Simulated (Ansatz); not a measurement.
Base system: TaN in the rock salt structure (space group Fm-3m, No. 225; a = 4.418 Å; relaxed with 0.1 eV smearing).

Computed with Ansatz (a program for electronic structure) PBE, no SOC.

For the base:

| Property | Result |
|---|---|
| Pressure | 0.0 GPa |
| Band gap | zero |

Perturbation: the cell is scaled by 0.9926 in all directions; the atoms relax in the strained cell.

**Question.** What happens to the pressure, energy relative to the base and band gap?

**Answer.** The pressure goes from zero to 7.7 GPa; the energy grows by 5.6 meV/atom; the band gap remains zero.

No phonon test of stability was made. All final runs are without spin polarisation. This is not the structure that TaN has at room temperature and ambient pressure.
